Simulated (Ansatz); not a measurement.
NaOH (P2₁, No. 4, 6 atoms in the cell; start mp-626000) was calculated with G0W0@PBEsol (hard PAW, contour deformation; Ansatz, a program for electronic structure).

The cell is the one relaxed with PBEsol. Conventional cell: a = 3.4922 Å, b = 3.3924 Å, c = 5.1017 Å, α = 90.00°, β = 106.24°, γ = 90.00°.

One run with a 6×6×4 mesh, response cutoff 100 eV and 242 empty bands, not extrapolated in mesh or basis; no spin–orbit coupling.

Highest filled and lowest empty level by k point (fractions of the reciprocal vectors of the cell (3.492 0.000 0.062) (0.000 3.392 0.000) (-1.513 0.000 4.872) Å; eV from the valence maximum of each method):

```json
[
 {"k": "0 0 0", "PBEsol filled": "-0.13", "PBEsol empty": "3.62", "QP filled": "-0.15", "QP empty": "6.28"},
 {"k": "0 0.167 0", "PBEsol filled": "-0.18", "PBEsol empty": "4.35", "QP filled": "-0.23", "QP empty": "7.07"},
 {"k": "0.167 0 0", "PBEsol filled": "-0.27", "PBEsol empty": "4.37", "QP filled": "-0.24", "QP empty": "7.11"},
 {"k": "0.167 0.333 -0.25", "PBEsol filled": "-0.38", "PBEsol empty": "6.46", "QP filled": "-0.44", "QP empty": "9.38"},
 {"k": "0.167 -0.5 0", "PBEsol filled": "-0.51", "PBEsol empty": "7.94", "QP filled": "-0.59", "QP empty": "10.95"},
 {"k": "0.333 0 0.25", "PBEsol filled": "-0.34", "PBEsol empty": "6.56", "QP filled": "[?]", "QP empty": "[?]"},
 {"k": "0.333 0 -0.25", "PBEsol filled": "-0.32", "PBEsol empty": "5.80", "QP filled": "-0.29", "QP empty": "8.72"},
 {"k": "-0.5 0 0.25", "PBEsol filled": "-0.32", "PBEsol empty": "7.08", "QP filled": "[?]", "QP empty": "[?]"}
]
```

Problem. Estimate the withheld levels to about 0.1 eV.

Solution. 
- 0.333 0 0.25, QP filled: -0.32
- 0.333 0 0.25, QP empty: 9.50
- -0.5 0 0.25, QP filled: -0.30
- -0.5 0 0.25, QP empty: 10.03

A start named mp-… is a Materials Project structure, which need not be a measured phase.
